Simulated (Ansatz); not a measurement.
The parent structure is K in the bcc (W type) structure (space group Im-3m, No. 229; a = 5.288 Å; relaxed with 0.1 eV smearing).

Level of theory: Ansatz (a first-principles code) PBE, spin-orbit coupling left out.

Strains are applied to the cell and any free atomic positions relax.

One change was made to it. Results:

```tsv
quantity	base	after
energy relative to the base (free energy F)	0 meV/atom	+6.1 meV/atom
pressure	0.0 GPa	-0.3 GPa
```

### Question
Which of these changes matches the shifts?
(A) isotropic strain +0.50 %
(B) isotropic strain +2.00 %
(C) isotropic strain −0.50 %
(D) isotropic strain −1.00 %
(E) isotropic strain +3.00 %

### Answer
E, isotropic strain +3.00 %. For comparison, the energy relative to the base in the other runs: isotropic strain +2.00 % gives +2.8 meV/atom; isotropic strain −0.50 % gives +0.2 meV/atom; isotropic strain +0.50 % gives +0.2 meV/atom; isotropic strain −1.00 % gives +0.8 meV/atom.

No phonon test of stability was made.
